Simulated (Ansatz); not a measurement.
Data:

```xyz
2
Lattice="2.8344 0.0000 0.0000 -1.4172 2.3832 0.0000 0.0000 0.0000 4.4401" Properties=species:S:1:pos:R:3 pbc="T T T"
Re     1.4172     0.8063     3.3300
Re     0.0000     1.5769     1.1100
```

No spin polarisation.

Computed with plane-wave PAW DFT at the PBEsol level (Ansatz, a quantum-chemistry and plane-wave program, 420 eV), spin-orbit coupling left out. k-mesh 24×24×13 (Γ-centred); smearing 0.1 eV (Fermi–Dirac).

Q: Predict the band gap, stress and space group.

A: Band gap: zero
Stress (xx, yy, zz, yz, xz, xy; compression positive): (-16.6, -8.2, -6.9, 0.0, 0.0, 0.0) GPa
Space group: Cmcm (No. 63)

The cells carry an imposed strain or load. Whether these cells are dynamically stable was not tested. The final runs are not spin-polarised. The cell was made from Re in the hcp (Mg type) structure (space group P6_3/mmc, No. 194) by this change: uniaxial strain ε_xx = +3.00 %.
